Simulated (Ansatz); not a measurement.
Start from AlN in the zinc blende structure (space group F-43m, No. 216; a = 4.342 Å). Axes: x, y, z lie along the cube axes.

Computed with LDA in Ansatz (plane waves to 420 eV, PAW, no spin-orbit coupling).

The change: tensor shear ε_xy = +1.14 % (engineering shear γ = 0.0228), atoms relaxed at fixed cell.

**Question.** Predict the stress tensor and what it implies for the stiffness.

**Answer.** Stress of the strained cell less that of the base (GPa, compression positive):
```
   0.07   -4.28    0.00
  -4.28    0.07    0.00
   0.00    0.00   -0.04
```

Then −Δσ/γ with γ = 2ε = 0.0228 gives relaxed-ion elastic constants: C66 ≈ 188 GPa.

Whether these cells are dynamically stable was not tested. This is not the structure that AlN has at room temperature and ambient pressure.

Ansatz is a first-principles code.
